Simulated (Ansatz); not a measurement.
GaAlAs₂ (model structure, P-4m2, No. 115, 4 atoms in the cell) was calculated with LDA (Ansatz, a quantum-chemistry and plane-wave program, plane waves, PAW).

Numerical settings: plane-wave cutoff 520 eV, 8×8×6 k mesh (along the axes of the cell as run), Fermi–Dirac smearing 0.01 eV, scalar-relativistic PAW data made under PBE.

Cell (relaxed at this level):

```xyz
4
Lattice="3.9738 0.0000 0.0000 0.0000 3.9738 0.0000 0.0000 0.0000 5.6114" Properties=species:S:1:pos:R:3 pbc="T T T"
Ga     0.0000     0.0000     0.0000
As     1.9869     0.0000     1.4015
Al     1.9869     1.9869     2.8057
As     0.0000     1.9869     4.2099
```

Q: Give the computed band gap and bulk modulus.

A: 
- band gap: 1.03 eV (on the SCF k mesh)
- bulk modulus: 75.1 GPa

Note: the bulk modulus is −V dP/dV from two relaxed cells at ±2 % in volume; the relaxation could raise the start's symmetry but not lower it, so the cell can be a saddle point.

Spin–orbit coupling is not included.

Cost on a shared machine: about 60 core-seconds (a rough figure).

A model structure was made by putting elements into a prototype or built by hand; it is no filed structure, need not be a known phase, and can be a saddle point held by its symmetry.
